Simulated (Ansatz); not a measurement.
Results of r²SCAN+rVV10 (Ansatz, an electronic-structure program, plane waves, PAW) for fluorite HfO₂ (high-temperature phase).

Run with plane-wave cutoff 500 eV, 10×10×10 k mesh, gaussian smearing 0.02 eV, scalar-relativistic PAW data made under PBE.

Cell (relaxed at this level):

```
CELL_PARAMETERS angstrom
      0.00000     2.52358     2.52358
      2.52358     0.00000     2.52358
      2.52358     2.52358     0.00000
ATOMIC_POSITIONS crystal
  Hf 0.00000 0.00000 0.00000
  O  0.25000 0.25000 0.25000
  O  0.75000 0.75000 0.75000
```

**Question.** Give the computed band gap.

**Answer.** 
band gap: 4.28 eV (on the SCF k mesh)

Note: symmetry holds this phase in the static calculation, where it need not be a minimum; held by symmetry at 0 K, a high-temperature phase can be a saddle point.

Spin–orbit coupling is not included.

The computed numbers hold no vibrational or temperature effects.

It cost about 28 core-seconds (a rough figure) of CPU time.
